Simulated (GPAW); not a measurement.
**A self-consistent single point of MgH2 (P4_2/mnm, 6 atoms in the cell) with GPAW**

Computed with PBE, GPAW PAW datasets PBE (gpaw-data 1.0.1) (plane waves; GPAW 25.7.0).

The input file:

```python
from ase import Atoms
from ase.units import GPa
from gpaw import GPAW

atoms = Atoms(['Mg', 'Mg', 'H', 'H', 'H', 'H'],
              cell=[[4.532201, 0.000000, 0.000000],
                    [0.000000, 4.532201, 0.000000],
                    [0.000000, 0.000000, 3.029647]],
              scaled_positions=[[0.500000, 0.500000, 0.500000],
                                [0.000000, 0.000000, 0.000000],
                                [0.695570, 0.695570, 0.000000],
                                [0.304430, 0.304430, 0.000000],
                                [0.804430, 0.195570, 0.500000],
                                [0.195570, 0.804430, 0.500000]],
              pbc=True)

calc = GPAW(mode={'name': 'pw', 'ecut': 850},
            xc='PBE',
            kpts={'size': (6, 6, 9), 'gamma': True},
            occupations={'name': 'fixed-uniform'},
            nbands=-8,
            convergence={'density': 1e-05, 'bands': -6},
            symmetry={'symmorphic': False, 'tolerance': 0.0005},
            maxiter=100)

atoms.calc = calc

energy = atoms.get_potential_energy()
print('Energy (eV):', round(energy, 6))
forces = atoms.get_forces()
print('Forces (eV/Ang):')
print(forces.round(5))
stress = atoms.get_stress()
print('Stress (GPa, Voigt):', (stress / GPa).round(4))
```

Output, abridged:

```
Input parameters:
  convergence: {bands: -6,
                density: 1e-05}
  kpts: {gamma: True,
         size: (6, 6, 9)}
  maxiter: 100
  mode: {ecut: 850,
         name: pw}
  nbands: -8
  occupations: {name: fixed-uniform}
  symmetry: {symmorphic: False,
             tolerance: 0.0005}
  xc: PBE

species:
  Mg:
    name: Magnesium
    Z: 12.0
    valence: 10
    core: 2
    charge: 0.0
    file: Mg.PBE.gz

    # Using partial waves for Mg as LCAO basis

  H:
    name: Hydrogen
    Z: 1.0
    valence: 1
    core: 0
    charge: 0.0
    file: H.PBE.gz

    # Using partial waves for H as LCAO basis

Reference energy: -10949.250426  # eV

Spin-paired calculation

Convergence criteria:
 Maximum [total energy] change in last 3 cyles: 0.0005 eV / valence electron
 Maximum integral of absolute [dens]ity change: 1e-05 electrons / valence electron
 Maximum integral of absolute [eigenst]ate change: 4e-08 eV^2 / valence electron
 Maximum number of scf [iter]ations: 100

Symmetries present (total): 16
Symmetries with fractional translations: 8
324 k-points: 6 x 6 x 9 Monkhorst-Pack grid + [1/12,1/12,0.000000]
50 k-points in the irreducible part of the Brillouin zone
       k-points in crystal coordinates                weights
   0:     0.00000000    0.00000000    0.00000000          1/324
   1:     0.00000000    0.00000000    0.11111111          2/324
   2:     0.00000000    0.00000000    0.22222222          2/324
   [... 7 lines left out ...]
          ...
  49:     0.50000000    0.50000000    0.44444444          2/324

Wave functions: Plane wave expansion
  Cutoff energy: 850.000 eV
  Number of coefficients (min, max): 3475, 3528
  Pulay-stress correction: 0.000000 eV/Ang^3 (de/decut=0.000000)

Occupation numbers: # Uniform distribution of occupation numbers

Eigensolver

Densities:
  Coarse grid: 32*32*24 grid
  Fine grid: 64*64*48 grid
  Total Charge: 0.000000

Density mixing:
  Method: separate
  Backend: pulay
  Linear mixing parameter: 0.05
  old densities: 5
  Damping of long wavelength oscillations: 50

Hamiltonian:
  XC and Coulomb potentials evaluated on a 64*64*48 grid
  External potential:
    NoExternalPotential

XC parameters: PBE with 2 nearest neighbor stencil

Number of atoms: 6
Number of atomic orbitals: 20
Number of bands in calculation: 20
Number of valence electrons: 24
Bands to converge: 14

Density initialized from atomic densities
  20 bands from LCAO basis set

Atomic positions and initial magnetic moments

Positions:
   0 Mg     2.266100    2.266100    1.514824    ( 0.0000,  0.0000,  0.0000)
   1 Mg     0.000000    0.000000    0.000000    ( 0.0000,  0.0000,  0.0000)
   2 H      3.152463    3.152463    0.000000    ( 0.0000,  0.0000,  0.0000)
   3 H      1.379738    1.379738    0.000000    ( 0.0000,  0.0000,  0.0000)
   4 H      3.645838    0.886363    1.514824    ( 0.0000,  0.0000,  0.0000)
   5 H      0.886363    3.645838    1.514824    ( 0.0000,  0.0000,  0.0000)

Unit cell:
           periodic     x           y           z      points  spacing
  1. axis:    yes    4.532201    0.000000    0.000000    32     0.1416
  2. axis:    yes    0.000000    4.532201    0.000000    32     0.1416
  3. axis:    yes    0.000000    0.000000    3.029647    24     0.1262

  Lengths:   4.532201   4.532201   3.029647
  Angles:   90.000000  90.000000  90.000000

Effective grid spacing dv^(1/3) = 0.1363

     iter     time        total  log10-change:
                         energy   eigst   dens
iter:   1 --:--:--   -18.986146   +0.65
iter:   2 --:--:--   -18.873647   +0.16  -0.94
iter:   3 --:--:--   -17.864560   -0.44  -0.97
iter:   4 --:--:--   -17.873565   -1.15  -1.94
iter:   5 --:--:--   -17.875274c  -1.90  -1.99
iter:   6 --:--:--   -17.885559c  -2.74  -1.98
iter:   7 --:--:--   -17.885705c  -3.72  -2.93
iter:   8 --:--:--   -17.885676c  -4.24  -2.93
iter:   9 --:--:--   -17.885557c  -0.65  -3.29
iter:  10 --:--:--   -17.885541c  -3.17  -3.68
iter:  11 --:--:--   -17.885521c  -2.90  -3.90
iter:  12 --:--:--   -17.885521c  -5.35  -4.45
iter:  13 --:--:--   -17.885521c  -6.96  -4.99
iter:  14 --:--:--   -17.885521c  -8.55c -5.04c

Converged after 14 iterations.

Dipole moment: (-0.000000, -0.000000, -0.000000) |e|*Ang

Energy contributions relative to reference atoms: (reference = -10949.250426)

Kinetic:         +9.934973
Potential:       -9.377374
External:        +0.000000
XC:             -18.388211
Entropy (-ST):   +0.000000
Local:           -0.054909
SIC:             +0.000000
--------------------------
Free energy:    -17.885521
Extrapolated:   -17.885521

Showing only first 2 kpts
 Kpt  Band  Eigenvalues  Occupancy
  0    10     -1.31598    2.00000
  0    11     -0.32187    2.00000
  0    12      4.86659    0.00000
  0    13      5.09616    0.00000

  1    10     -1.19459    2.00000
  1    11     -0.31765    2.00000
  1    12      5.06803    0.00000
  1    13      5.16752    0.00000

Fermi level: 2.05208

Gap: 3.875 eV
Transition (v -> c):
  (s=0, k=11, n=11, [0.17, 0.17, 0.11]) -> (s=0, k=29, n=12, [0.33, 0.33, 0.44])
Direct/indirect transitions are different
Direct gap: 4.698 eV
Transition at: (s=0, k=29, n=11, [0.33, 0.33, 0.44])
Energy (eV): -17.885521

Forces in eV/Ang:
  0 Mg    0.00000    0.00000    0.00000
  1 Mg    0.00000   -0.00000    0.00000
  2 H    -0.00312   -0.00312    0.00000
  3 H     0.00312    0.00312    0.00000
  4 H     0.00312   -0.00312    0.00000
  5 H    -0.00312    0.00312    0.00000

Stress tensor:
     0.003495    -0.000000     0.000000
    -0.000000     0.003495     0.000000
     0.000000     0.000000     0.006132
Stress (GPa, Voigt): [ 0.56    0.56    0.9825  0.      0.     -0.    ]
```

The run converged in 14 iterations. GPAW prints stress with tension positive.

The starting cell comes from a database of computed structures (which also holds hypothetical and non-ambient phases and stackings), without a prior relaxation at this level. Its lattice was rescaled by a random factor within 2.5 % of one.

Cost on one core of a shared machine: roughly 60 s.
